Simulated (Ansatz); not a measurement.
The parent structure is BaTiO3 (space group P4mm, No. 99; a = 3.972 Å, c = 4.113 Å).

Level of theory: r2SCAN in Ansatz (plane waves to 500 eV, PAW, no spin-orbit coupling).

Base values:

The lattice parameter a comes out as 397.2 pm and the band gap is 2.23 eV.

The change: cell and atoms relaxed at a pressure of 4.2 GPa.

Q: Estimate the effect on the lattice parameter a.

A: The lattice parameter a shrinks by 1.86 pm (397.2 pm → 395.4 pm).

Q: Predict the new band gap.

A: The band gap goes up by 0.03 eV (2.23 eV → 2.26 eV).

Load acts through the strain it causes; cell and atoms are relaxed under it. No phonon test of stability was made. The final runs are not spin-polarised.

Ansatz is a quantum-chemistry and plane-wave program.
